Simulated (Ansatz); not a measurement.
## Na under a change: biaxial strain −4.19 %, plane normal [110], relaxed out of plane

Consider Na in the bcc (W type) structure (space group Im-3m, No. 229; a = 4.226 Å; relaxed with 0.1 eV smearing). Axes: x, y, z lie along the cube axes.

One thing is altered: biaxial strain −4.19 %, plane normal [110], relaxed out of plane (Cartesian); in-plane vectors clamped, the third vector and the atoms free.

Calculations: r2SCAN/PAW in Ansatz (a first-principles code), no SOC, earlier PAW set. Γ-centred 22×22×22 mesh, Fermi–Dirac width 0.1 eV.

Volume per atom: 35.44 Å³ (base 37.74 Å³)
Shortest interatomic distance: 3.507 Å (base 3.660 Å)
Energy relative to the base (free energy F): +7.5 meV/atom
Pressure (mean of the normal stresses, compression positive): 0.5 GPa (base 0.0 GPa)
Band gap: zero (base zero)
Out-of-plane strain: +2.30 %
Ratio −ε⊥/ε∥: 0.55
Mean in-plane stress (compression positive): +0.8 GPa

Final structure (turned so that z lies along the plane normal):

```xyz
1
Lattice="3.5065 0.0000 0.0000 -1.1688 3.3060 0.0000 1.1688 1.6530 3.0569" Properties=species:S:1:pos:R:3 pbc="T T T"
Na     0.0000     0.0000     0.0000
```

Cost of the whole job for the changed cell (relaxation, final SCF and bands): very roughly 2.5 core-minutes.

Whether these cells are dynamically stable was not tested.
